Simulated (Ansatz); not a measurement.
Input:

End structure of a constructed model of the (111)B surface of 3C silicon carbide, C-terminated, (√3x√3)R30° Au adatom at H3 (bottom of the slab: 3 H on 3 bottom sites):

```xyz
28
Lattice="4.6457 2.6822 0.0000 -4.6457 2.6822 0.0000 0.0000 0.0000 27.5000" Properties=species:S:1:pos:R:3 pbc="T T T"
Si    -1.5486     0.8941     9.7229
Si     1.5486     0.8941     9.7229
Si     0.0000     3.5763     9.7229
C     -3.0971     1.7881    10.3551
C      0.0000     1.7881    10.3551
C      3.0971     1.7881    10.3551
Si    -3.0976     1.7884    12.2506
Si     0.0000     1.7876    12.2506
Si     3.0976     1.7884    12.2506
C      0.0000     0.0000    12.8927
C     -1.5486     2.6822    12.8734
C      1.5486     2.6822    12.8734
Si     0.0000     0.0000    14.8041
Si    -1.5486     2.6822    14.7714
Si     1.5486     2.6822    14.7714
C     -1.5651     0.9036    15.4009
C      1.5651     0.9036    15.4009
C      0.0000     3.5572    15.4009
Si    -1.5661     0.9042    17.3378
Si     1.5661     0.9042    17.3378
Si     0.0000     3.5560    17.3378
C     -3.1272     1.8055    17.8387
C      0.0000     1.7534    17.8387
C      3.1272     1.8055    17.8387
H     -1.5510     0.8955     8.2227
H      1.5510     0.8955     8.2227
H      0.0000     3.5734     8.2227
Au     0.0000     0.0000    19.5246
```

Set-up: 28 atoms, 11.0 Å thick at the start with caps and adatoms (thin: gaps and levels are the slab's own); mesh 6x6x1; 0.025 eV smearing; dipole correction on; single point; on the structure that PBE left under its start's symmetry; no spin (no spin-polarised run to compare, though such a face may carry moments), no spin-orbit, no U. The slab shows no gap on its mesh. In PBE it is, or lies within 0.01 eV a 1x1 cell of, the lowest of the 2 structures of its composition computed so far; subsurface sites and larger cells were not tried.

Problem. What work function of the top face does r2SCAN, at the PBE geometry (Ansatz, a quantum-chemistry and plane-wave program) give?

Solution. 4.88 eV
